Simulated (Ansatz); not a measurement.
The parent structure is Pt in the fcc (Cu type) structure (space group Fm-3m, No. 225; a = 3.895 Å; relaxed with 0.1 eV smearing). Axes: x, y, z lie along the cube axes.

Calculations: LDA, PAW, 420 eV (Ansatz, a quantum-chemistry and plane-wave program; spin-orbit coupling left out).

Before the change:

| Property | Value |
|---|---|
| Band gap | zero |
| Pressure | 0.0 GPa |
| Shortest interatomic distance | 5.205 bohr |

Modification: uniaxial strain ε_zz = +2.50 %, all other strain components held at zero; the atoms relax in the strained cell.

Question: What happens to the energy relative to the base, band gap, pressure and shortest interatomic distance?

Answer: The energy rises by 10 meV/atom; the band gap is still zero; the pressure (mean of the normal stresses, compression positive) goes from zero to -7.0 GPa; the shortest interatomic distance is still 5.205 bohr.

No phonon test of stability was made. All final runs are without spin polarisation. Pt lies near a magnetic instability that expansion can trigger; it was not tested.
